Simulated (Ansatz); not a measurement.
The starting structures come from a database of crystals and need not be the phases stable at ambient conditions.

 Where the default PAW files enter, the runs use the earlier of Ansatz's two default sets.

By PBEsol, the system below comes out a metal.

Without scattering a metal conducts by its projected Fermi surface.

Input:

```xyz
6
Lattice="5.1411 0.0000 0.0000 -2.5706 4.4523 0.0000 0.0000 0.0000 4.1038" Properties=species:S:1:pos:R:3 pbc="T T T"
Co     1.2853     2.2262     0.0000
Co    -1.2853     2.2262     0.0000
Co     2.5706     0.0000     0.0000
Sn     2.5706     1.4841     2.0519
Sn     0.0000     2.9682     2.0519
Sn     0.0000     0.0000     0.0000
```

Space group of this cell: P6/mmm. The cell is strained (all lengths scaled by 0.98); by PBEsol its mean pressure is 7.4 GPa.

The current flows along the normal of the first two printed cell vectors, the (001) plane of the conventional cell. No spin-orbit coupling; the value is a mean over 0.1 eV about the Fermi level.

Problem. State the ballistic conductance per area according to Ansatz (a first-principles code) with PBEsol.

Solution. 0.97 × 10¹⁵ S/m² for both spins.
